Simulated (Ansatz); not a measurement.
**BN, element substitutions**

The reference is BN in the zinc blende structure (space group F-43m, No. 216; a = 3.605 Å).

Each row replaces one element on all its sites; cell and atoms are relaxed.

Calculations: PBEsol (Ansatz, a first-principles code; PAW; 420 eV plane waves; no SOC), earlier PAW set.

```tsv
variant	shortest interatomic distance	band gap
base	156.1 pm	4.29 eV
B → Be	170.1 pm	zero
B → Al	189.5 pm	3.19 eV
B → Ge	204.6 pm	zero
```

Whether these cells are dynamically stable was not tested. As relaxed here, BeN and GeN are hypothetical phases, not in the database extracts checked. The final runs are not spin-polarised. An odd electron count without spin: BeN and GeN. This is not the structure that AlN has at room temperature and ambient pressure.
